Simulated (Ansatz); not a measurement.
Cubic perovskite CsPbCl3 (cubic high-temperature phase), treated with r²SCAN (Ansatz, a program for electronic structure, PAW).

Numerical settings: plane-wave cutoff 600 eV, 4×4×4 k mesh, scalar-relativistic PAW data made under PBE.

Computed at the level's own relaxed cell.

Hill averages of the elastic tensor: K = 24.9 GPa, G = 10.5 GPa. Volume 36.612 Å³/atom, mean atomic mass 89.293 u.

Q: Work out the density, the sound velocities of a polycrystal and the elastic Debye temperature at this level.

A: ρ = 1.66054 × 89.293/36.612 = 4.050 g/cm³. v_l = √[(K + 4G/3)/ρ] = 3.099 km/s and v_t = √(G/ρ) = 1.610 km/s. The mean follows from 3/v_m³ = 1/v_l³ + 2/v_t³: v_m = 1.802 km/s. Θ_D = (ħ/k_B) v_m (6π²/V)^(1/3) = 76.38 K Å s/km × 1.802 × 1.1738 Å⁻¹ = 162 K, counting all atoms of the cell.

Note: the relaxation could not lower the start's symmetry, so the cell can be a saddle point above a distorted one.
